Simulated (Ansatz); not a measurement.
Results of HSE06-D3(BJ) (Ansatz, an electronic-structure program, plane waves, PAW) for fluorite PbF2 (high-temperature phase).

Numerical settings: plane-wave cutoff 460 eV, 8×8×8 k mesh, Fermi–Dirac smearing 0.01 eV, scalar-relativistic PAW data made under PBE.

Response to compression and expansion:

```
V (Å³/atom)  P (GPa)  direct gap at Γ (eV)  smallest gap on the k mesh (eV)
-----------  -------  --------------------  -------------------------------
16.301          4.40                11.303                            5.665
16.730          2.04                11.097                            5.694
17.191         -0.15                10.882                            5.721
17.588         -1.77                10.702                            5.741
18.017         -3.30                10.514                            5.759
```

The fundamental gap (5.72 eV at the equilibrium volume, on the SCF mesh) lies elsewhere than Γ–Γ.

Spin–orbit coupling is not included; with these elements it can move the gap by several tenths of an eV or more.
